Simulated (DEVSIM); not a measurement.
Structure: Si p-i-n diode, at 300 K.

| layer (left to right) | material | thickness (μm) | Nd (cm⁻³) | Na (cm⁻³) | τn (s) | τp (s) |
|---|---|---|---|---|---|---|
| 1 | Si | 0.520 | - | 1.5e17 | 0.00021 | 7e-5 |
| 2 | Si | 1.80 | 6.6e13 | - | 7e-5 | 7e-5 |
| 3 | Si | 0.450 | 2.1e17 | - | 7e-5 | 7e-5 |

Left contact: ohmic. Right contact: ohmic. Voltage is applied to the left contact. Recombination: SRH at mid-gap. Gap narrowing is on: ΔEg = 6.92 meV × (l + √(l² + 0.5)), l = ln(N/1.3e17 cm⁻³), shared equally by both band edges. Mobility is μmin + (μ − μmin)/(1 + (N/Nref)^α).

Constants are typed, rounded textbook-type inputs, not results; the design itself was drawn at random and stands for no fabricated device. Values at 300 K.

| parameter | Si |
|---|---|
| gap (eV) | 1.124 |
| affinity (eV) | 4.05 |
| permittivity | 11.7 |
| Nc (cm⁻³) | 2.86e19 |
| Nv (cm⁻³) | 3.1e19 |
| μn (cm²/Vs) | 1417 |
| μp (cm²/Vs) | 470 |
| μn,min | 52 |
| μp,min | 45 |
| Nref,n | 9.7e16 |
| Nref,p | 2.2e17 |
| αn | 0.68 |
| αp | 0.72 |

DEVSIM, 1D drift-diffusion, Boltzmann statistics, complete ionisation; no tunnelling, impact ionisation, image-force lowering or self-heating.

Q: Tabulate band edges, carrier densities and field at zero bias.

A: Energies count from the Fermi level of the right contact; mesh points crowd at the junctions.

| x (μm) | Ec (eV) | Ev (eV) | n (cm⁻³) | p (cm⁻³) | field (V/cm) |
|---|---|---|---|---|---|
| 0.000 | 0.980 | -0.138 | 980 | 1.5e17 | ≈ 0 |
| 0.02705 | 0.980 | -0.138 | 980 | 1.5e17 | ≈ 0 |
| 0.08164 | 0.980 | -0.138 | 980 | 1.5e17 | ≈ 0 |
| 0.1918 | 0.980 | -0.138 | 980 | 1.5e17 | ≈ 0 |
| 0.3992 | 0.980 | -0.138 | 980 | 1.5e17 | ≈ 0 |
| 0.4736 | 0.980 | -0.138 | 990 | 1.5e17 | -360 |
| 0.5104 | 0.969 | -0.149 | 1500 | 9.7e16 | -10000 |
| 0.5419 | 0.924 | -0.199 | 8500 | 1.4e16 | -12000 |
| 0.5944 | 0.881 | -0.243 | 46000 | 2.6e15 | -6500 |
| 0.7060 | 0.822 | -0.302 | 450000 | 2.6e14 | -4700 |
| 0.9434 | 0.718 | -0.406 | 2.5e7 | 4.6e12 | -4200 |
| 1.644 | 0.447 | -0.677 | 8.9e11 | 1.3e8 | -3500 |
| 2.015 | 0.323 | -0.801 | 1.1e14 | 1100000 | -3300 |
| 2.190 | 0.262 | -0.862 | 1.2e15 | 100000 | -4200 |
| 2.287 | 0.203 | -0.920 | 1.1e16 | 11000 | -9700 |
| 2.318 | 0.161 | -0.963 | 5.7e16 | 2100 | -22000 |
| 2.341 | 0.130 | -0.985 | 1.9e17 | 870 | -2800 |
| 2.389 | 0.127 | -0.988 | 2.1e17 | 790 | -14 |
| 2.541 | 0.127 | -0.988 | 2.1e17 | 790 | ≈ 0 |
| 2.666 | 0.127 | -0.988 | 2.1e17 | 790 | ≈ 0 |
| 2.731 | 0.127 | -0.988 | 2.1e17 | 790 | ≈ 0 |
| 2.770 | 0.127 | -0.988 | 2.1e17 | 790 | ≈ 0 |
